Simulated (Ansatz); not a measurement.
Defect: Mg-vacancy pair (Mg on one host Al site, one Al site vacant) in fcc Al, neutral cell. The step: the Mg atom itself jumps into the vacancy (Mg-vacancy distance between ideal sites 2.86 Å throughout); the atom moves 2.61 Å along (0.00, 0.46, 0.46) of the unit cell; the moving atom starts with neighbours 4 Al at 2.86, 2 Al at 2.89, 4 Al at 2.94, Al at 2.99 Å and ends with 4 Al at 2.86, 2 Al at 2.89, 4 Al at 2.94, Al at 2.99 Å. DFT values are from Ansatz (plane-wave PAW, 420 eV unless said) in a cell of 32 host sites, spin-restricted, static, with no finite-size correction. Forms of the defect that were not tried may lie lower. For the PBE band: the saddle point's order was not checked, and it lies on a symmetry element of the cell, where a band can be held.

```tsv
Level	Forward barrier (eV)	Cost of the band or of the saddle's single point
CHGNet universal potential (has no charge state), its own band	0.20	-
PBE, a 3×3×3 k-point mesh shifted by half a step, band relaxed	0.45	around 11 core-minutes (rough)
PBE, a 5×5×5 k-point mesh shifted by half a step, same geometries	0.45	about 2.6 core-minutes (a rough figure)
r2SCAN at 500 eV, a 3×3×3 k-point mesh shifted by half a step, same geometries	[?]	around 80 core-seconds (rough)
```

Complete the blanks.


- r2SCAN at 500 eV, a 3×3×3 k-point mesh shifted by half a step, same geometries, Forward barrier (eV): 0.55

Ansatz is a program for electronic structure.
